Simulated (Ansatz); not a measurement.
Input:

```
Cu
1.0
    0.00484     1.78775     1.77474
    1.78775     0.00484     1.77474
    1.79258     1.79258     0.00000
Cu
1
Direct
  0.00000   0.00000   0.00000
```

Level of theory: PBEsol, rigid bands (plane waves, PAW, scalar-relativistic; Ansatz, an electronic-structure program). Condition of this run: uniaxial stress along [110] of -1 GPa (compression positive) (the target of the relaxation). Cell: cell and atoms relaxed with PBEsol, then loaded as said.

Problem. Predict the product ρ₀λ of resistivity and mean free path that follows from the Fermi surface's area.

Solution. 6.5 ×10⁻¹⁶ Ω·m².

Problem. And the Drude plasma energy and the root-mean-square Fermi velocity at 300 K?

Solution. 9.1 eV; 1.1e6 m/s.

A metal at this level (no band gap); rigid bands, thermally averaged at 300 K, both spins. Spin-orbit coupling is left out. τ is one relaxation time for all states; the product of resistivity and mean free path takes one path for all states instead.
